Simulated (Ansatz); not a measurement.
Results of PBEsol+SOC in Ansatz (plane waves, PAW) for SiGe (P6₃mc, No. 186, 4 atoms in the cell; start mp-978534).

Numerical settings: plane-wave cutoff 520 eV, 12×12×6 k mesh (along the axes of the cell as run), Fermi–Dirac smearing 0.01 eV, PAW data made under PBE.

Cell (relaxed with PBEsol):

```cif
data_Ge2Si2
_chemical_formula_sum 'Si2 Ge2'
_space_group_name_H-M_alt 'P 1'
_space_group_IT_number 1
_cell_length_a 3.90059
_cell_length_b 3.90059
_cell_length_c 6.44335
_cell_angle_alpha 90.000
_cell_angle_beta 90.000
_cell_angle_gamma 120.000
loop_
_space_group_symop_operation_xyz
  'x, y, z'
loop_
_atom_site_label
_atom_site_type_symbol
_atom_site_fract_x
_atom_site_fract_y
_atom_site_fract_z
_atom_site_occupancy
Si1 Si 0.66667 0.33333 0.87455 1
Si2 Si 0.33333 0.66667 0.37455 1
Ge1 Ge 0.66667 0.33333 0.50045 1
Ge2 Ge 0.33333 0.66667 0.00045 1
```

### Question
Estimate the band gap and smallest direct gap on the k points sampled that the calculation returns.

### Answer

* **band gap**: 0.28 eV (indirect)
* **smallest direct gap on the k points sampled**: 0.34 eV

Computed values are for the static lattice.

Computing time: around 4 core-minutes (rough).

A start named mp-… is a Materials Project structure, which need not be a measured phase.

Ansatz is a quantum-chemistry and plane-wave program.
